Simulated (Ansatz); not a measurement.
Checking a run of Ansatz (an electronic-structure program) on Mo2N (P-62m, 9 atoms in the cell). The aim is a self-consistent single point with DFT, PBE, plane waves, default PAW files.

This input was run:

Ansatz 0.2 input:
```yaml
crystal:
  lattice:
    - [5.989886, 0.000000, 0.000000]
    - [-2.994943, 5.187393, 0.000000]
    - [0.000000, 0.000000, 3.503018]
  atoms:
    - { symbol: Mo, position: [0.256000, 0.000000, 0.000000] }
    - { symbol: Mo, position: [0.000000, 0.256000, 0.000000] }
    - { symbol: Mo, position: [0.744000, 0.744000, 0.000000] }
    - { symbol: Mo, position: [0.589000, 0.000000, 0.500000] }
    - { symbol: Mo, position: [0.000000, 0.589000, 0.500000] }
    - { symbol: Mo, position: [0.411000, 0.411000, 0.500000] }
    - { symbol: N, position: [0.000000, 0.000000, 0.500000] }
    - { symbol: N, position: [0.333333, 0.666667, 0.000000] }
    - { symbol: N, position: [0.666667, 0.333333, 0.000000] }
basis:
  ecutwfc: 125.0
kpoints:
  mp_grid: { grid: [7, 7, 9] }
hamiltonian:
  xc: pbe
  pseudopotentials: { kind: paw }
scf:
  occupations: { method: methfessel_paxton, width: 0.136 }
output:
  forces: true
  eigenvalues: true
  stress: true
```

Log, with long lists cut:

```
   [... lines left out ...]
WARN ansatz: RAYON_NUM_THREADS=1 ignored (pool sized by the plan → 1); use --threads N
Pseudopotentials: kind: paw
Pseudopotential: Mo, paw, valence charge 14
Pseudopotential: N, paw, valence charge 5
Crystal: 9 atoms, lattice volume = 108.845 Å³
Basis set: ecut = 125 eV, 355 PW (Γ), exchange–correlation on 48×48×30 points (8 copies of the dense FFT grid, shifted against one another)
Bands: 60, of which v1, the nominal top of the filled ones, is band 50 counted from 1 (49 counted from 0)
Symmetry: 12 space group operations
Space group: P-62m (ITA 189), of the structure as read, at distance tolerance 4.8e-5 Å
k-points: 40 of 441 (time reversal used)
Initial density: superposition of atomic densities (neutral atoms: chi_scale 0, normalization atom), corrected by the library's trained network
Initial wavefunctions: pseudopotential atomic-orbital guess
Eigensolver: davidson
Functional: x = pbe(κ = 0.804, μ = 0.2195149727645171), c = pbe(β = 0.06672455060314922)
SCF iter   1: F=—  HF=-30663.113826 eV  |F-HF|=—  |Δ(HF+E_count)|=         —  Δρ=3.30e-1  dr2=7.68e1  ethr=1.77e-3  ⟨swp⟩=4.0  Hψ=8573  notcnv=0
all-band conjugate gradients solve this SCF's bands
preconditioner: auto → Kerker (q_TF=auto, 2.686 Å⁻¹)
SCF iter   2: F=—  HF=-30633.803432 eV  |F-HF|=—  |Δ(HF+E_count)|=    2.93e1  S|Δr|=    0.00e0  Δρ=1.92e-1  dr2=2.60e1  ethr=1.77e-3  ⟨swp⟩=2.0  Hψ=5055  notcnv=0  defer=106
   [... lines left out ...]
SCF iter   6: F=—  HF=-30618.917124 eV  |F-HF|=—  |Δ(HF+E_count)|=   2.08e-5  S|Δr|=    0.00e0  Δρ=6.33e-5  dr2=4.11e-6  ethr=2.57e-7  ⟨swp⟩=2.0  Hψ=2764  notcnv=0  defer=95
SCF iter   7: F=—  HF=-30618.918072 eV  |F-HF|=—  |Δ(HF+E_count)|=   9.48e-4  S|Δr|=    0.00e0  Δρ=2.14e-5  dr2=4.98e-7  ethr=4.16e-9  ⟨swp⟩=2.0  Hψ=4063  notcnv=0  defer=95
SCF iter   8: F=-30618.918072 eV  HF=-30618.918072 eV  |F-HF|=1.42e-8  |Δ(HF+E_count)|=   4.49e-8  S|Δr|=    0.00e0  Δρ=4.60e-6  dr2=2.77e-8  ethr=1.01e-10  ⟨swp⟩=9.9  Hψ=7777  notcnv=0
SCF 1 converged in 8 iterations: F = -30618.918072 eV  dr2 = 2.77e-8
Stability not checked (fill_not_monotonic)
Free energy (F): -30618.918072 eV
Internal energy: -30618.911166 eV  (E = F + TS)
E sigma→0 (E₀):  -30618.916345 eV
Entropy (-TS):   -0.006906 eV (-0.767 meV/atom)
Fermi energy:    22.434485 eV
--- Forces (eV/Å), atoms counted from 1 ---
  atom   1  Mo     1.82942855    -0.00000000    -0.00000000
  atom   2  Mo    -0.91471428     1.58433160     0.00000000
  atom   3  Mo    -0.91471428    -1.58433160     0.00000000
   [... lines left out ...]
  atom   9  N     -0.00000000     0.00000000     0.00000000
--- Stress (GPa, compression-positive) ---
       79.440177      -0.000000      -0.000000
        0.000000      79.440177      -0.000000
       -0.000000      -0.000000      42.663680
  P = ⅓ Tr σ = 67.1813 GPa (671.813 kbar)
  The stress holds the Pulay correction. Without it, at fixed plane waves, as pw.x and ABINIT print it: P = -917.1711 GPa
```

Is this run sound? If not, what is wrong?

The run is not sound. The fault is a basis or grid far too coarse for these potentials. The error of an incomplete plane-wave basis or grid does not cancel at such settings. To fix it, restore the cutoff that the potentials need and check convergence. The run converged in 8 iterations without an error; against the sound input the free energy goes up by 29.3 eV/atom, the pressure goes from -2.33 to 67.18 GPa and the largest force goes from 0.850 to 2.223 eV/Å. At a fixed set of plane waves, without the program's Pulay estimate, the pressure is -917.17 GPa against -2.60 GPa.

An input that runs soundly differs in these lines (not the only fix; some lines may just follow from the change or write a value another way):
```diff
-  ecutwfc: 125.0
+  ecutwfc: 420.0
```

With that input, the run converged in 6 iterations: free energy E − TS (on the zero of these files) -30882.3757 eV; Fermi level (on the code's own zero) 20.75 eV; pressure -2.33 GPa; largest force (vector length) 0.850 eV/Å (DFT, PBE, plane waves, default PAW files).

On the sound input: the starting cell was generated: these elements placed on a structure prototype, without a prior relaxation; it need not be a known phase or ordering of this composition. Its lattice was rescaled by a random factor within 2.5 % of one. Spin polarisation is off; with an odd number of electrons in the cell that forces a metal, and a magnetic state may lie lower. Ansatz's pressure includes its estimate of the finite-basis (Pulay) stress.
